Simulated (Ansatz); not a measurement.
HfN, response to strain

Consider HfN in the rock salt structure (space group Fm-3m, No. 225; a = 4.5257 Å; relaxed with 0.1 eV smearing). Axes: x, y, z lie along the cube axes.

Strains are applied to the cell and any free atomic positions relax; under biaxial strain the out-of-plane vector relaxes too.

Method: DFT with r2SCAN, PAW potentials and a 500 eV plane-wave cutoff in Ansatz (a first-principles code), without spin-orbit coupling.

Notes on the quantities. in-plane stress: mean in-plane stress (compression positive).

| case | ratio −ε⊥/ε∥ | in-plane stress |
|---|---|---|
| biaxial strain +0.50 %, plane normal [001], relaxed out of plane | – | -3.3 GPa |
| biaxial strain +1.00 %, plane normal [001], relaxed out of plane | 0.38 | -6.4 GPa |
| biaxial strain +1.50 %, plane normal [001], relaxed out of plane | 0.38 | -9.3 GPa |
| biaxial strain +2.00 %, plane normal [001], relaxed out of plane | 0.38 | -12.0 GPa |
| biaxial strain +2.50 %, plane normal [001], relaxed out of plane | 0.38 | -14.5 GPa |
| biaxial strain +3.00 %, plane normal [001], relaxed out of plane | 0.37 | -16.8 GPa |

Whether these cells are dynamically stable was not tested. The final runs are not spin-polarised. An odd electron count without spin: HfN.
